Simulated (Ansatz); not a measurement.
# Pressure series in CaMnO3

The parent structure is CaMnO3 in the cubic perovskite structure (space group Pm-3m, No. 221; a = 3.7186 Å; ferromagnetic; a cell from a computed database, its experimental status unchecked).

Cell and atoms are relaxed at each pressure.

Computed with PBEsol (Ansatz, a quantum-chemistry and plane-wave program), no spin-orbit coupling.

```csv
case,shortest interatomic distance,largest site moment
base,1.859 Å,2.28 μB
pressure −2 GPa,[?],2.29 μB
pressure −1 GPa,1.863 Å,2.29 μB
pressure 0.3 GPa,1.858 Å,2.28 μB
pressure 0.7 GPa,1.857 Å,2.28 μB
pressure 1.5 GPa,1.855 Å,2.27 μB
pressure 3 GPa,1.850 Å,2.26 μB
pressure 5 GPa,1.844 Å,2.25 μB
pressure 7.5 GPa,1.837 Å,2.24 μB
pressure 10 GPa,1.831 Å,2.22 μB
```

Question: Complete the table.

Answer: 
- pressure −2 GPa, shortest interatomic distance: 1.866 Å

Load acts through the strain it causes; cell and atoms are relaxed under it. Stability against distortions was not tested. No other phases were tried under pressure. No Hubbard U is applied and the magnetic state is the run's own (CaMnO3 ferromagnetic); other magnetic orders, which need larger cells, were not tried and can change the gap. Many cubic perovskites are stable only at high temperature; tilts and polar distortions were not tested.
